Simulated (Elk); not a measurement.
Elk run on Ru (P6_3/mmc, 2 atoms in the cell): self-consistent single point.

Computed with LDA (PW92), all-electron FP-LAPW, Elk's shipped species files, APW+lo basis with extra local orbitals in Elk 10.2.4.

```xyz
2
Lattice="2.7558 0.0000 0.0000 -1.3779 2.3866 0.0000 0.0000 0.0000 4.3436" Properties=species:S:1:pos:R:3 pbc="T T T"
Ru     0.0000     1.5910     1.0859
Ru     1.3779     0.7955     3.2577
```

Reference input (self-consistent single point, DFT, PBE, all-electron FP-LAPW, Elk's shipped species files, APW+lo basis with extra local orbitals): xctype = 20; rgkmax = 7.5; stype = 0; swidth = 0.00367493 Ha; ngridk = 18 18 10; tforce = true; gmaxvr = 18 1/bohr; lmaxapw = 10; lmaxo = 8; nxlo = 2; lorbcnd = true; lradstp = 2. This run's input differs from it in these lines:

```diff
@@ -4,3 +4,3 @@
 xctype
-  20
+  3
```

Log, with long lists cut:

```
│ Self-consistent loop started │
│ Loop number : 1 │
 total energy                :     -9048.85548902
│ Loop number : 2 │
 total energy                :     -9049.24562027
RMS change in Kohn-Sham potential (target) :   0.1079563728     (  0.1000000000E-05)
Absolute change in total energy (target)   :   0.3901312459     (  0.1000000000E-03)
│ Loop number : 3 │
 total energy                :     -9052.94357841
RMS change in Kohn-Sham potential (target) :   0.6590846035E-01 (  0.1000000000E-05)
Absolute change in total energy (target)   :    3.795490958     (  0.1000000000E-03)
│ Loop number : 4 │
   [... lines left out ...]
Absolute change in total energy (target)   :   0.5601797893E-03 (  0.1000000000E-03)
│ Loop number : 14 │
 total energy                :     -9054.86543682
RMS change in Kohn-Sham potential (target) :   0.7975884720E-07 (  0.1000000000E-05)
Absolute change in total energy (target)   :   0.1559472075E-03 (  0.1000000000E-03)
│ Loop number : 15 │
 total energy                :     -9054.86544250
RMS change in Kohn-Sham potential (target) :   0.1550073561E-07 (  0.1000000000E-05)
Absolute change in total energy (target)   :   0.4467132567E-04 (  0.1000000000E-03)
Convergence targets achieved

│ Loop number : 16 │

Energies :
 Fermi                       :     0.457957543882
 total energy                :     -9054.86544381

Density of states at Fermi energy :    53.32650905
 (states/Hartree/unit cell)

Estimated indirect band gap :   0.8034890431E-03
 from k-point    134 to k-point     58
Estimated direct band gap   :   0.5110535093E-02
 at k-point    131

Charges :
 core                        :    56.00000000
 valence                     :    32.00000000
 interstitial                :    3.381952545
 muffin-tins (core leakage)
  species :    1 (Ru)
   atom    1                 :    42.30902373     (  0.2149837925E-06)
   atom    2                 :    42.30902373     (  0.2149837925E-06)
 total in muffin-tins        :    84.61804745
 total calculated charge     :    87.99938031
   [... lines left out ...]
   total force               :    -0.00000000   -0.00000000    0.00000000
   total magnitude           :     0.00000000
  atom :    2
   Hellmann-Feynman          :     0.00000000   -0.00000000    0.00000000
   IBS                       :    -0.00000000    0.00000000   -0.00000000
   total force               :     0.00000000    0.00000000   -0.00000000
   total magnitude           :     0.00000000
```

The run converged in 16 iterations. The count includes the last loop, which Elk runs after its targets are met. 

The starting cell comes from a database of computed structures (which also holds hypothetical and non-ambient phases and stackings), without a prior relaxation at this level. Its lattice was rescaled by a random factor within 2.5 % of one. Spin polarisation is off. Values depend on the basis (sphere radii, cutoffs, local orbitals), which need not be converged. The log's line on a gap gives a spacing of levels on this mesh, which the program prints for metals too.

Cost on one core of a shared machine: roughly 6 min.
